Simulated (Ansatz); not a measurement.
# hypothetical cubic perovskite RbSrBr3 with two functionals, uniaxial strain ε_yy = −0.41 %

Consider RbSrBr$_{3}$ in the cubic perovskite structure (space group Pm-3m, No. 221; a = 5.9987 Å; a hypothetical phase, not in the database extracts checked). Axes: x, y, z lie along the cube axes.

(Cell as relaxed with PBE.)

Levels (all Ansatz, an electronic-structure program, PAW): PBE (420 eV, no spin-orbit coupling); r2SCAN (500 eV, no spin-orbit coupling).

Each level relaxes its own structure.

| base | PBE | r2SCAN |
|---|---|---|
| volume per atom | 43.17 Å³ | 42.05 Å³ |
| lattice parameter a | 5.999 Å | 5.946 Å |
| band gap | 3.88 eV | 4.60 eV |

It is then changed as follows: the cell is compressed by 0.41 % along y with no lateral relaxation, atoms relaxed at fixed cell.

```tsv
quantity	PBE	r2SCAN
stress (xx, yy, zz, yz, xz, xy; compression positive)	(0.01, 0.16, 0.01, 0.00, 0.00, 0.00) GPa	(0.03, 0.20, 0.03, 0.00, 0.00, 0.00) GPa
band gap	3.88 eV	4.60 eV
smallest direct gap	4.12 eV	4.84 eV
energy relative to the base (free energy F)	+0.1 meV/atom	+0.1 meV/atom
shift of the gap caused by the change	+0.01 eV	0.00 eV
```

PBE's band gap lies 0.72 eV below r2SCAN's; PBE's smallest direct gap lies 0.72 eV below r2SCAN's; the two agree on the energy relative to the base. Neither level is exact; r2SCAN is the comparison here, not a measurement.

Stability against distortions was not tested. Many cubic perovskites are stable only at high temperature; tilts and polar distortions were not tested.
